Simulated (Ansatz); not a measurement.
Start from KTaO$_{3}$ in the cubic perovskite structure (space group Pm-3m, No. 221; a = 3.9901 Å).

The values are results of Kohn–Sham DFT with the r2SCAN functional, run in Ansatz (a program for electronic structure) with PAW and 500 eV plane waves, spin-orbit coupling left out, not measurements.

Base values:

- Pressure: 0.1 kbar
- Band gap: 2.63 eV
- Width of the top valence band: 1.09 eV
- Smallest direct gap: 3.27 eV

Now apply this change: every lattice vector is stretched by 5.40 %, atoms relaxed at fixed cell.

Problem. How does this affect the pressure?

Solution. The pressure falls by 232.2 kbar to -232.1 kbar.

Problem. Estimate the effect on the energy relative to the base.

Solution. The energy rises by 182 meV/atom.

Problem. How does this affect the band gap?

Solution. The band gap falls by 0.44 eV, from 2.63 eV to 2.19 eV.

Problem. How does this affect the width of the top valence band?

Solution. The width of the top valence band drops by 0.13 eV (1.09 eV → 0.96 eV).

Problem. What happens to the smallest direct gap?

Solution. The smallest direct gap drops by 0.422 eV to 2.84 eV.

Spin-orbit coupling, missing from the scalar runs, can matter with Ta. The cells carry an imposed strain or load. Stability against distortions was not tested.
